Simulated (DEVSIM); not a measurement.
Structure: Ni/SiO2/p-Ge capacitor, at 300 K.

| layer (left to right) | material | thickness (nm) | Na (cm⁻³) |
|---|---|---|---|
| 1 | SiO2 | 7.40 | - |
| 2 | Ge | 3900 | 2.3e16 |

Metal gate on the left, work function 5.1 eV. Fixed charge at the semiconductor interface 0 cm⁻² (in units of +e); interface traps 2e12 cm⁻² eV⁻¹, uniform in energy, neutral level at 0.5 of the gap above the valence band.

The device is made up for the run: typed textbook-type constants, with dimensions and the other settings drawn at random. Values at 300 K.

```csv
parameter,SiO2,Ge
gap (eV),9,0.664
affinity (eV),0.9,4
permittivity,3.9,16
Nc (cm⁻³),-,1.04e19
Nv (cm⁻³),-,6e18
```

Simulated with DEVSIM: 1D Poisson equation in equilibrium, Boltzmann statistics, complete ionisation; no quantum confinement or tunnelling. Metal contacts follow the ideal Schottky-Mott rule: no Fermi-level pinning, no interface dipoles.

Problem. Tabulate band edges, carrier densities and field at -0.1 V on the gate.

Solution. Energies count from the Fermi level of the right contact; mesh points crowd at the junctions.

```json
[
 {"x (μm)": "0.000", "Ec (eV)": "4.300", "Ev (eV)": "-4.700", "n (cm⁻³)": "< 1e2", "p (cm⁻³)": "< 1e2", "field (V/cm)": "-760000"},
 {"x (μm)": "0.001199", "Ec (eV)": "4.209", "Ev (eV)": "-4.791", "n (cm⁻³)": "< 1e2", "p (cm⁻³)": "< 1e2", "field (V/cm)": "-760000"},
 {"x (μm)": "0.003351", "Ec (eV)": "4.046", "Ev (eV)": "-4.954", "n (cm⁻³)": "< 1e2", "p (cm⁻³)": "< 1e2", "field (V/cm)": "-760000"},
 {"x (μm)": "0.005699", "Ec (eV)": "3.868", "Ev (eV)": "-5.132", "n (cm⁻³)": "< 1e2", "p (cm⁻³)": "< 1e2", "field (V/cm)": "-760000"},
 {"x (μm)": "0.007481", "Ec (eV)": "0.639", "Ev (eV)": "-0.025", "n (cm⁻³)": "1.9e8", "p (cm⁻³)": "2.3e18", "field (V/cm)": "-110000"},
 {"x (μm)": "0.008947", "Ec (eV)": "0.625", "Ev (eV)": "-0.039", "n (cm⁻³)": "3.3e8", "p (cm⁻³)": "1.3e18", "field (V/cm)": "-84000"},
 {"x (μm)": "0.01235", "Ec (eV)": "0.603", "Ev (eV)": "-0.061", "n (cm⁻³)": "7.8e8", "p (cm⁻³)": "5.6e17", "field (V/cm)": "-52000"},
 {"x (μm)": "0.02369", "Ec (eV)": "0.566", "Ev (eV)": "-0.098", "n (cm⁻³)": "3.2e9", "p (cm⁻³)": "1.4e17", "field (V/cm)": "-21000"},
 {"x (μm)": "0.04428", "Ec (eV)": "0.540", "Ev (eV)": "-0.124", "n (cm⁻³)": "8.7e9", "p (cm⁻³)": "5.0e16", "field (V/cm)": "-7400"},
 {"x (μm)": "0.09203", "Ec (eV)": "0.524", "Ev (eV)": "-0.140", "n (cm⁻³)": "1.6e10", "p (cm⁻³)": "2.7e16", "field (V/cm)": "-1300"},
 {"x (μm)": "0.1933", "Ec (eV)": "0.520", "Ev (eV)": "-0.144", "n (cm⁻³)": "1.9e10", "p (cm⁻³)": "2.3e16", "field (V/cm)": "-50"},
 {"x (μm)": "0.5593", "Ec (eV)": "0.520", "Ev (eV)": "-0.144", "n (cm⁻³)": "1.9e10", "p (cm⁻³)": "2.3e16", "field (V/cm)": "≈ 0"},
 {"x (μm)": "1.212", "Ec (eV)": "0.520", "Ev (eV)": "-0.144", "n (cm⁻³)": "1.9e10", "p (cm⁻³)": "2.3e16", "field (V/cm)": "≈ 0"},
 {"x (μm)": "2.470", "Ec (eV)": "0.520", "Ev (eV)": "-0.144", "n (cm⁻³)": "1.9e10", "p (cm⁻³)": "2.3e16", "field (V/cm)": "≈ 0"},
 {"x (μm)": "3.405", "Ec (eV)": "0.520", "Ev (eV)": "-0.144", "n (cm⁻³)": "1.9e10", "p (cm⁻³)": "2.3e16", "field (V/cm)": "≈ 0"},
 {"x (μm)": "3.678", "Ec (eV)": "0.520", "Ev (eV)": "-0.144", "n (cm⁻³)": "1.9e10", "p (cm⁻³)": "2.3e16", "field (V/cm)": "≈ 0"},
 {"x (μm)": "3.806", "Ec (eV)": "0.520", "Ev (eV)": "-0.144", "n (cm⁻³)": "1.9e10", "p (cm⁻³)": "2.3e16", "field (V/cm)": "≈ 0"},
 {"x (μm)": "3.862", "Ec (eV)": "0.520", "Ev (eV)": "-0.144", "n (cm⁻³)": "1.9e10", "p (cm⁻³)": "2.3e16", "field (V/cm)": "≈ 0"},
 {"x (μm)": "3.893", "Ec (eV)": "0.520", "Ev (eV)": "-0.144", "n (cm⁻³)": "1.9e10", "p (cm⁻³)": "2.3e16", "field (V/cm)": "≈ 0"},
 {"x (μm)": "3.901", "Ec (eV)": "0.520", "Ev (eV)": "-0.144", "n (cm⁻³)": "1.9e10", "p (cm⁻³)": "2.3e16", "field (V/cm)": "≈ 0"},
 {"x (μm)": "3.905", "Ec (eV)": "0.520", "Ev (eV)": "-0.144", "n (cm⁻³)": "1.9e10", "p (cm⁻³)": "2.3e16", "field (V/cm)": "≈ 0"},
 {"x (μm)": "3.907", "Ec (eV)": "0.520", "Ev (eV)": "-0.144", "n (cm⁻³)": "1.9e10", "p (cm⁻³)": "2.3e16", "field (V/cm)": "≈ 0"}
]
```
